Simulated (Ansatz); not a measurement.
The parent structure is BeTe in the zinc blende structure (space group F-43m, No. 216; a = 5.554 Å). Axes: x, y, z lie along the cube axes.

Level of theory: Ansatz (a quantum-chemistry and plane-wave program), LDA, PAW, cutoff 420 eV, no SOC.

Strains are applied to the cell and any free atomic positions relax; under biaxial strain the out-of-plane vector relaxes too.

One change was made to it. Results:

The band gap decreases by 0.28 eV, from 1.79 eV to 1.51 eV; the electron mass changes from 1.3 mₑ along k, 0.24 mₑ across (at X) to 1.3 mₑ along k, 0.25 mₑ across (at X); the shortest interatomic distance shrinks by 0.024 Å to 2.381 Å; the energy goes up by 10 meV/atom.

Which of these changes matches the shifts?
(A) biaxial strain −1.50 %, plane normal [001], relaxed out of plane
(B) biaxial strain +1.50 %, plane normal [001], relaxed out of plane
(C) biaxial strain −2.50 %, plane normal [001], relaxed out of plane

C, biaxial strain −2.50 %, plane normal [001], relaxed out of plane. For comparison, the band gap in the other runs: biaxial strain +1.50 %, plane normal [001], relaxed out of plane gives 1.62 eV; biaxial strain −1.50 %, plane normal [001], relaxed out of plane gives 1.63 eV.

Spin-orbit coupling, missing from the scalar runs, can matter with Te. Effective masses come from finite differences of ±0.01 Å⁻¹. Along k means along the line from Γ to the band edge. Stability against distortions was not tested.
